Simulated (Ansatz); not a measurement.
# Cs2AgBiBr6: biaxial strain −0.75 %, plane normal [001], relaxed out of plane

Start from Cs₂AgBiBr₆ (space group Fm-3m, No. 225; a = 11.1874 Å). Axes: x, y, z lie along the cube axes.

The change: biaxial strain −0.75 %, plane normal [001], relaxed out of plane (Cartesian); in-plane vectors clamped, the third vector and the atoms free.

Computed with PBEsol (Ansatz, a program for electronic structure), scalar-relativistic without spin-orbit coupling. Settings: 5×5×5 k-points, 0.05 eV Fermi–Dirac smearing.

```json
[
 {"quantity": "volume per atom", "base": "35.00 Å³", "changed": "34.68 Å³", "shift": "-0.328 Å³"},
 {"quantity": "space group", "base": "Fm-3m (No. 225)", "changed": "I4/mmm (No. 139)", "shift": "–"},
 {"quantity": "shortest interatomic distance", "base": "2.753 Å", "changed": "2.722 Å", "shift": "-0.031 Å"},
 {"quantity": "energy relative to the base (free energy F)", "base": "0 meV/atom", "changed": "+0.6 meV/atom", "shift": "+0.6 meV/atom"},
 {"quantity": "pressure (mean of the normal stresses, compression positive)", "base": "0.00 GPa", "changed": "0.27 GPa", "shift": "+0.27 GPa"},
 {"quantity": "band gap", "base": "1.10 eV", "changed": "1.04 eV", "shift": "-0.051 eV"},
 {"quantity": "gap character", "base": "–", "changed": "indirect, X → N", "shift": "–"},
 {"quantity": "smallest direct gap", "base": "2.23 eV", "changed": "2.22 eV", "shift": "-0.01 eV"},
 {"quantity": "electron mass", "base": "0.36 mₑ along k, 0.25 mₑ across (at L)", "changed": "0.36 mₑ along k, 0.25 mₑ across (at L)", "shift": "–"},
 {"quantity": "out-of-plane strain", "base": "–", "changed": "+0.57 %", "shift": "–"},
 {"quantity": "mean in-plane stress (compression positive)", "base": "–", "changed": "+0.4 GPa", "shift": "–"}
]
```

Final structure (turned so that z lies along the plane normal):

```xyz
10
Lattice="7.8513 0.0000 0.0000 0.0000 7.8513 0.0000 3.9257 -3.9257 5.6254" Properties=species:S:1:pos:R:3 pbc="T T T"
Bi     0.0000     0.0000     0.0000
Ag     7.8513     0.0000     5.6254
Cs     7.8513     3.9257     2.8127
Cs     3.9257     0.0000     2.8127
Br     5.9266     1.9247     5.6254
Br     2.0009     2.0009     0.0000
Br     9.7761    -1.9247     5.6254
Br     9.7761     1.9247     5.6254
Br     7.8513     0.0000     2.8435
Br     3.9257     3.9257     2.7819
```

With Bi present, leaving out spin-orbit coupling can change the band edges. Masses are band curvatures over ±0.01 Å⁻¹ around the edge. Along k means along the line from Γ to the band edge. Whether these cells are dynamically stable was not tested. Labels are those of the standard path for the cell's own space group.
